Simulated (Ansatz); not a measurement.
# Hypothetical diamond B: response to strain

Consider B in the diamond structure (space group Fd-3m, No. 227; a = 4.033 Å; a hypothetical phase, not in the database extracts checked; relaxed with 0.1 eV smearing). Axes: x, y, z lie along the cube axes.

Strains are applied to the cell and any free atomic positions relax; under biaxial strain the out-of-plane vector relaxes too; under stress the whole cell relaxes.

All numbers come from PBEsol (Ansatz, an electronic-structure program, PAW, spin-orbit coupling left out).

Notes on the quantities. pressure: mean of the normal stresses, compression positive; energy relative to the base: free energy F.

```json
[
 {"change": "base", "space group": "Fd-3m (No. 227)", "pressure": "0.0 GPa", "shortest interatomic distance": "1.746 Å", "energy relative to the base": "0 meV/atom"},
 {"change": "biaxial strain −0.19 %, plane normal [001], relaxed out of plane", "space group": "I4_1/amd (No. 141)", "pressure": "-0.6 GPa", "shortest interatomic distance": "1.748 Å", "energy relative to the base": "-0.1 meV/atom"},
 {"change": "biaxial strain −4.28 %, plane normal [111], relaxed out of plane", "space group": "R-3m (No. 166)", "pressure": "-17.6 GPa", "shortest interatomic distance": "1.674 Å", "energy relative to the base": "-92 meV/atom"},
 {"change": "isotropic strain +2.44 %", "space group": "Fd-3m (No. 227)", "pressure": "-11.6 GPa", "shortest interatomic distance": "1.789 Å", "energy relative to the base": "+24 meV/atom"},
 {"change": "uniaxial strain ε_xx = −0.71 %", "space group": "I4_1/amd (No. 141)", "pressure": "1.3 GPa", "shortest interatomic distance": "1.742 Å", "energy relative to the base": "+0.2 meV/atom"},
 {"change": "uniaxial strain ε_yy = +2.59 %", "space group": "I4_1/amd (No. 141)", "pressure": "-4.5 GPa", "shortest interatomic distance": "1.761 Å", "energy relative to the base": "+1.9 meV/atom"},
 {"change": "uniaxial stress, 1 GPa tension along z", "space group": "I4_1/amd (No. 141)", "pressure": "–", "shortest interatomic distance": "1.742 Å", "energy relative to the base": "-0.630 eV/atom"}
]
```

Stability under load was not tested beyond the relaxation. Under biaxial strain −0.19 %, plane normal [001], relaxed out of plane and biaxial strain −4.28 %, plane normal [111], relaxed out of plane the cell ends below the base's energy or with stress of the wrong sign: the atoms slid into a distortion or the cell is elastically unstable, so the base is not a stable minimum at this level. Under uniaxial stress, 1 GPa tension along z the cell changed shape so far that it is another structure.
